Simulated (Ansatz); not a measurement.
Start from Ba in the bcc (W type) structure (space group Im-3m, No. 229; a = 5.0241 Å; relaxed with 0.1 eV smearing).

Method: PBE, PAW, 420 eV (Ansatz, a program for electronic structure; no spin-orbit coupling).

Strains are applied to the cell and any free atomic positions relax.

One change was made to it. Results:

```csv
quantity,base,after
band gap,zero,zero
energy relative to the base (free energy F),0 meV/atom,+0.4 meV/atom
```

Task: Which of these changes matches the shifts?
A) isotropic strain −1.50 %
B) isotropic strain −0.50 %
C) isotropic strain −2.50 %

Result: B, isotropic strain −0.50 %. For comparison, the energy relative to the base in the other runs: isotropic strain −1.50 % gives +3.6 meV/atom; isotropic strain −2.50 % gives +10 meV/atom.

Stability against distortions was not tested.
